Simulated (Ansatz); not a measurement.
Base system: SiC (space group P6_3mc, No. 186; a = 3.0585 Å, c = 10.0120 Å). Axes: x lies along a and z along c of the hexagonal cell.

The values are results of Ansatz (a program for electronic structure) LDA, without spin-orbit coupling, not measurements.

Strains are applied to the cell and any free atomic positions relax.

One change was made to it. Results:

The energy rises by 3.0 meV/atom; the valence-band top at Γ (three highest levels, from the VBM) changes from 0.00, 0.00, -0.05 eV to 0.00, -0.07, -0.20 eV; the valley order (the lowest conduction-band minima on the path, energy above the VBM, named in the base's zone) comes out as M (1/2, 1/2, 0) 2.08 eV; M (0, 1/2, 0) 2.11 eV; L (1/2, 1/2, 1/2) 2.48 eV.

Which of these changes matches the shifts?
(A) tensor shear ε_xz = +1.20 %
(B) tensor shear ε_xz = +2.00 %
(C) tensor shear ε_xz = +0.40 %
(D) tensor shear ε_xz = +1.60 %
(E) tensor shear ε_xz = +0.80 %

A, tensor shear ε_xz = +1.20 %. For comparison, the valley order in the other runs: tensor shear ε_xz = +2.00 % gives M (1/2, 1/2, 0) 1.98 eV; M (0, 1/2, 0) 2.06 eV; L (1/2, 1/2, 1/2) 2.39 eV; tensor shear ε_xz = +1.60 % gives M (1/2, 1/2, 0) 2.03 eV; M (0, 1/2, 0) 2.09 eV; L (1/2, 1/2, 1/2) 2.44 eV; tensor shear ε_xz = +0.40 % gives M (1/2, 1/2, 0) 2.16 eV; M (0, 1/2, 0) 2.17 eV; L (1/2, 1/2, 1/2) 2.57 eV; tensor shear ε_xz = +0.80 % gives M (1/2, 1/2, 0) 2.13 eV; M (0, 1/2, 0) 2.14 eV; L (1/2, 1/2, 1/2) 2.53 eV.

The levels and masses belong to the bands next to the band gap. No phonon test of stability was made.
